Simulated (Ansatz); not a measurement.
Consider this model of amorphous Si24O48Ta.

```yaml
crystal:
  lattice:
    - [10.32696, 0.00000, 0.00000]
    - [0.00000, 10.32696, 0.00000]
    - [0.00000, 0.00000, 10.32696]
  atoms:
    - { symbol: Si, position: [0.70706, 0.29926, 0.41325] }
    - { symbol: Si, position: [0.36348, 0.69471, 0.27913] }
    - { symbol: Si, position: [0.51412, 0.16499, 0.94894] }
    - { symbol: Si, position: [0.16645, 0.20362, 0.12133] }
    - { symbol: Si, position: [0.65263, 0.50820, 0.63519] }
    - { symbol: Si, position: [0.28914, 0.85848, 0.49913] }
    - { symbol: Si, position: [0.15370, 0.87386, 0.93328] }
    - { symbol: Si, position: [0.51671, 0.16792, 0.25308] }
    - { symbol: Si, position: [0.25947, 0.23521, 0.84163] }
    - { symbol: Si, position: [0.37912, 0.82137, 0.86736] }
    - { symbol: Si, position: [0.02043, 0.74026, 0.56748] }
    - { symbol: Si, position: [0.00387, 0.31072, 0.32507] }
    - { symbol: Si, position: [0.70117, 0.01983, 0.40528] }
    - { symbol: Si, position: [0.53354, 0.65685, 0.05347] }
    - { symbol: Si, position: [0.19512, 0.93329, 0.23842] }
    - { symbol: Si, position: [0.97344, 0.98118, 0.71957] }
    - { symbol: Si, position: [0.06540, 0.23017, 0.60369] }
    - { symbol: Si, position: [0.18688, 0.47293, 0.19672] }
    - { symbol: Si, position: [0.05896, 0.60256, 0.95408] }
    - { symbol: Si, position: [0.47351, 0.42763, 0.86467] }
    - { symbol: Si, position: [0.94089, 0.48455, 0.71101] }
    - { symbol: Si, position: [0.91801, 0.85338, 0.31036] }
    - { symbol: Si, position: [0.80915, 0.73948, 0.06708] }
    - { symbol: Si, position: [0.72918, 0.95904, 0.86700] }
    - { symbol: O, position: [0.47550, 0.79086, 0.99075] }
    - { symbol: O, position: [0.15735, 0.21356, 0.96262] }
    - { symbol: O, position: [0.46832, 0.53564, 0.97880] }
    - { symbol: O, position: [0.96476, 0.75125, 0.42051] }
    - { symbol: O, position: [0.62348, 0.65121, 0.57456] }
    - { symbol: O, position: [0.47737, 0.16876, 0.10098] }
    - { symbol: O, position: [0.78536, 0.51052, 0.72064] }
    - { symbol: O, position: [0.19277, 0.22547, 0.69874] }
    - { symbol: O, position: [0.28197, 0.56097, 0.28462] }
    - { symbol: O, position: [0.43107, 0.72869, 0.75015] }
    - { symbol: O, position: [0.09940, 0.96755, 0.81156] }
    - { symbol: O, position: [0.49935, 0.66276, 0.20747] }
    - { symbol: O, position: [0.09042, 0.26295, 0.45048] }
    - { symbol: O, position: [0.00238, 0.08600, 0.60591] }
    - { symbol: O, position: [0.84956, 0.98259, 0.36884] }
    - { symbol: O, position: [0.28436, 0.80729, 0.20033] }
    - { symbol: O, position: [0.93875, 0.65998, 0.03633] }
    - { symbol: O, position: [0.79324, 0.86731, 0.97646] }
    - { symbol: O, position: [0.68838, 0.64338, 0.03942] }
    - { symbol: O, position: [0.25136, 0.32924, 0.17208] }
    - { symbol: O, position: [0.60449, 0.29737, 0.29164] }
    - { symbol: O, position: [0.93656, 0.83963, 0.65801] }
    - { symbol: O, position: [0.62632, 0.05931, 0.92703] }
    - { symbol: O, position: [0.05378, 0.45422, 0.28010] }
    - { symbol: O, position: [0.02684, 0.21475, 0.19855] }
    - { symbol: O, position: [0.39510, 0.92483, 0.59355] }
    - { symbol: O, position: [0.84652, 0.03543, 0.79697] }
    - { symbol: O, position: [0.22910, 0.95786, 0.39311] }
    - { symbol: O, position: [0.81236, 0.78179, 0.21817] }
    - { symbol: O, position: [0.23300, 0.06702, 0.16430] }
    - { symbol: O, position: [0.53008, 0.47440, 0.72653] }
    - { symbol: O, position: [0.85195, 0.32451, 0.35851] }
    - { symbol: O, position: [0.17293, 0.78199, 0.57247] }
    - { symbol: O, position: [0.04197, 0.90027, 0.22611] }
    - { symbol: O, position: [0.56697, 0.30755, 0.90840] }
    - { symbol: O, position: [0.12622, 0.71962, 0.87325] }
    - { symbol: O, position: [0.38500, 0.74736, 0.42809] }
    - { symbol: O, position: [0.15974, 0.53944, 0.05702] }
    - { symbol: O, position: [0.64112, 0.90597, 0.49330] }
    - { symbol: O, position: [0.32385, 0.37994, 0.84811] }
    - { symbol: O, position: [0.96402, 0.33885, 0.65707] }
    - { symbol: O, position: [0.70279, 0.15728, 0.48462] }
    - { symbol: O, position: [0.00542, 0.59114, 0.61388] }
    - { symbol: O, position: [0.64905, 0.87424, 0.75931] }
    - { symbol: O, position: [0.38228, 0.13343, 0.86333] }
    - { symbol: O, position: [0.00650, 0.49274, 0.85391] }
    - { symbol: O, position: [0.66482, 0.40852, 0.51565] }
    - { symbol: O, position: [0.61069, 0.03898, 0.27604] }
    - { symbol: Ta, position: [0.54867, 0.81185, 0.62189] }
```

Methods: PBE, scalar-relativistic without spin-orbit coupling (Ansatz, a first-principles code); r2SCAN, scalar-relativistic without spin-orbit coupling (Ansatz); HSE06, scalar-relativistic without spin-orbit coupling (Ansatz). Neutral PBE cell, which sets geometry, pressure and energy: sampling: a 2×2×2 Γ-centred mesh; Fermi-Dirac width 0.02 eV; collinear spin, started from a total moment of 1 μB. The usual formal charges leave 5 electrons over, so the level spacing at the Fermi energy parts defect or band states and needn't be the band gap. In the spin-polarised cell the level spacing at the Fermi energy can part levels of unlike spin. Exact exchange is cut at the faces of this 10 Å cell, which leaves hybrid gaps a finite-size error.

The cell was made by melting and quenching with the CHGNet potential and then relaxed with DFT. O atoms were pushed apart under 1.9 Å during the dynamics, to hinder bonds among them. The hot cell started wider than the set density and was brought back towards it in steps. It is the lowest in DFT energy of 2 quenches. It is a model cell: composition and starting density were chosen by hand, and all elements were melted together. No dispersion term was used. Its density started from a set value of 2.45 and ended at 2.45 g/cm³. Cooling (nominally 400 K/ps over its main leg) ran many orders faster than in experiment, which tends to leave more defects and strain. Values belong to this one cell and scatter from quench to quench. The volume was held where the preparation left it.

Task: Give the pressure, the energy against reference phases and the spacing of the highest filled and lowest empty levels.

Result: 
```yaml
Pressure on a 2×2×2 Γ-centred mesh: 1.80 GPa
Largest force and stress component on that mesh (the relaxation ran on the zone centre alone): 0.03 eV/Å and 2.2 GPa
Energy relative to alpha cristobalite + bcc Ta (lowest mix at this level among the phases computed, not always the ambient ones): 0.132 eV/atom
Level spacing at the Fermi energy on a 2×2×2 Γ-centred mesh (PBE): 1.56 eV
Level spacing at the Fermi energy at the zone centre (PBE): 1.55 eV
Level spacing at the Fermi energy at the zone centre (r2SCAN): 2.06 eV
Level spacing at the Fermi energy at the zone centre (HSE06): 2.68 eV
Distance between the nearest levels spread over more than a fifth of the atoms or a third of the atoms of their main element (six at least) (PBE, zone centre): 5.94 eV
net_moment: 1.00 μB
```

Task: At PBE and the zone centre, how localised are the states just below and above the Fermi level (participation number: the atoms over which a state spreads)?

Result: The highest filled state is spread over 4.6 atoms' worth, largest on Si7, with weights by element (charge in smoothed Voronoi cells) Si 0.64, O 0.36, Ta 0.00. The lowest empty state is spread over 3.5 atoms' worth, largest on Si8, with weights by element (charge in smoothed Voronoi cells) Si 0.59, O 0.41, Ta 0.00.

At PBE the levels at both edges of the gap are localised (band-tail or defect states), and the nearest spread-out levels lie 5.9 eV apart at the zone centre.

Neighbours within Si-Si 2.60 Å, Si-O 1.90 Å, Si-Ta 2.78 Å, O-O 1.58 Å, O-Ta 2.60 Å, Ta-Ta 3.12 Å count as bonded. Two cations that share two anions don't count as bonded, nor two that share one unless they lie closer than Si-Si 2.38 Å, Si-Ta 2.71 Å, Ta-Ta 3.04 Å.

Added carriers, by PBE, scalar-relativistic without spin-orbit coupling (Ansatz) on the zone centre alone. Charged cells keep the cell fixed and stand in a uniform background, with no image correction, at a width of 0.01 eV; where the count is odd the moment is locked at 1 μB, unless the neutral cell bore moments. Each starts from the undistorted neutral geometry alone. PBE's self-interaction favours spread-out carriers, so it can miss traps that a hybrid finds.

Task: What happens at PBE when the cell takes an extra electron and the atoms relax?

Result: Relaxation lowers the charged cell by 0.71 eV. The largest moves are Si8 0.28 Å, O72 0.16 Å, O39 0.12 Å, Si3 0.10 Å. No bond crosses its cut-off with a change of over 0.15 Å (metal-metal contacts aside). Made neutral again at that geometry, the cell lies +0.85 eV from the neutral start.

Task: What happens at PBE when the cell takes a hole and the atoms relax?

Result: Relaxation lowers the charged cell by 0.80 eV. The largest moves are Si8 0.59 Å, Si3 0.13 Å, Si1 0.09 Å, Si13 0.09 Å. No bond crosses its cut-off with a change of over 0.15 Å (metal-metal contacts aside). Made neutral again at that geometry, the cell lies +1.60 eV from the neutral start.

A PBE run started with 1 μB on atoms that lack a bond or may hold spare charge kept moments, at no lower energy.
